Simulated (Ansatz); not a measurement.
## fcc Pt (1 1 0) on beta Si3N4 (1 0 0) (film strained to the substrate, started from cuts of the bulks and a machine-learned relaxation; slabs Si10N16 and Pt16, which can lie off the formulas)

A periodic stack without vacuum, fcc Pt (1 1 0) on beta Si3N4 (1 0 0) (film strained to the substrate, started from cuts of the bulks and a machine-learned relaxation; slabs Si10N16 and Pt16, which can lie off the formulas): substrate slab Si10N16, film Pt16, surface cells [[0, -1], [1, -1]] and [[0, -1], [2, -1]], film strained by -3.5 and +4.3 %, outermost planes N/N and Pt/Pt as cut, which need not be the usual terminations and can put a slab off its formula.

The start was prepared with a machine-learned potential, and the result is one local minimum, with the in-plane cell held and forces under 0.04 eV/Å; the film can end far from its bulk form.

Computed with PBE (plane waves to 420 eV, PAW; Ansatz, a quantum-chemistry and plane-wave program). Spin–orbit coupling is left out; the runs are not spin-polarised; PBE gaps are too small against experiment. Its k-point mesh 9×4×1, Fermi–Dirac width 0.05 eV.

| Item | Result |
|---|---|
| interface area | 22.4 Å² |
| period | 23.37 Å |
| heights between the nearest atoms of the two slabs at the two interfaces | 0.54 and 0.54 Å |
| N–Pt contacts across the interfaces within 1.22 times the sum of covalent radii | 12, mean 2.07 Å |

```xyz
42
Lattice="2.9266 0.0003 -0.0149 2.9278 7.6530 0.3963 0.1195 3.8543 23.6081" Properties=species:S:1:pos:R:3 pbc="T T T"
Si     2.1987     2.3017     4.3247
Si     0.7213     2.8473     1.6154
Si     2.1988     5.3318     4.3776
Si     3.6489     6.0778     1.8396
N      3.6440     4.4982     0.9351
N      2.2032     3.8038     5.2119
N      0.7376     1.4290     4.7428
N      2.1895     2.6002     2.5605
N      0.7138     1.8299     0.1151
N      5.1108     6.9283     1.5785
N      5.1307     6.6903     5.4498
N      3.6574     5.4443     3.4553
Si     3.6697     7.5146     5.9217
Si     2.2332     5.3694    11.0356
Si     3.6833     6.1155     8.4977
Si     2.2124     3.9327     6.9537
Si     5.1609     8.5999    11.2602
Si     0.7556     1.4926     8.1544
N      3.6788     7.6435     7.6635
N      5.1647     6.9493    11.9254
N      3.6979     4.5192    11.2820
N      2.2247     6.0028     9.4200
N      3.6779     4.7573     7.4107
N      2.2167     2.3654     7.7364
N      2.2406     1.9643    12.3643
N      0.7649     1.1941     9.9187
Pt     5.1787     8.8343    14.6999
Pt     2.2519     4.8938    14.5742
Pt     0.7803     3.2663    12.9780
Pt     3.7087     6.8919    13.3842
Pt     2.2676     8.6549    17.5581
Pt     2.2648     4.8167    17.4008
Pt     0.7944     2.9859    15.8936
Pt     3.7236     6.7928    16.1145
Pt     2.2783     8.5083    20.3695
Pt     2.2797     4.6620    20.1937
Pt     3.7375    10.4842    19.0831
Pt     3.7346     6.6462    18.9258
Pt     2.2929     8.4090    23.0993
Pt     2.2936     4.3824    23.1095
Pt     3.7498    10.4073    21.9098
Pt     3.7499     6.4670    21.7690
```
